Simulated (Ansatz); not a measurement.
The starting structures come from a database of crystals and need not be the phases stable at ambient conditions.

 Where the default PAW files enter, the runs use the earlier of Ansatz's two default sets.

By PBEsol, the system below comes out a metal.

A figure of merit of an interconnect metal is its ballistic conductance per area.

Input:

```
CELL_PARAMETERS angstrom
      3.43884     0.00000     0.00000
      0.01433     4.85246     0.00000
     -1.70963    -0.00510     1.71938
ATOMIC_POSITIONS crystal
  P  0.00000 0.25057 0.00000
  P  0.00000 0.74943 0.00000
```

Space group of this cell: P2/m. The cell is taken as given; by PBEsol its mean pressure is -1.3 GPa.

The current flows along the normal of the first two printed cell vectors. No spin-orbit coupling; the value is a mean over 0.1 eV about the Fermi level.

Problem. Compute, with PBEsol (Ansatz, a program for electronic structure), the ballistic conductance per area.

Solution. 1.4 × 10¹⁵ S/m² for both spins.
